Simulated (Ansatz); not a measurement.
# WS2 (R3m, No. 160, 3 atoms in the cell; start mp-9813; a measured phase of this formula has another space group)

The numbers are results of r²SCAN in Ansatz (plane waves, PAW), not measurements.

Run with plane-wave cutoff 500 eV, 14×14×14 k mesh, Fermi–Dirac smearing 0.05 eV, no spin polarisation, scalar-relativistic PAW data made under PBE.

Cell (relaxed at this level):

WS2 is modelled in the trigonal space group R3m, hexagonal axes (No. 160), Pearson symbol hR3. Conventional cell: a = b = 3.1822 Å, c = 19.6646 Å, α = β = 90.00°, γ = 120.00°. W on 3a is surrounded by 6 S at 2.410 Å (trigonal prismatic). S1 on 3a has 3 W at 2.410 Å (trigonal pyramidal). S2 on 3a is surrounded by 3 W at 2.410 Å (trigonal pyramidal). (Neighbours: up to the widest gap in distance over summed covalent radii, below 1.35, at either atom; cation-cation and far metal-metal contacts left out.)
(The calculation used a cell of 3 atoms; values per cell refer to that cell.)

- band gap = 1.45 eV (on the SCF k mesh)

Note: the relaxation could not lower the start's symmetry, so the cell can be a saddle point above a distorted one; the cell has widely spaced layers and the level no dispersion term, so their spacing and the moduli can rest on weak binding.

Spin–orbit coupling is not included.

The computed numbers hold no vibrational or temperature effects.

Cost on a shared machine: roughly 6 core-minutes.

A start named mp-… is a Materials Project structure, which need not be a measured phase.

Ansatz is a first-principles code.
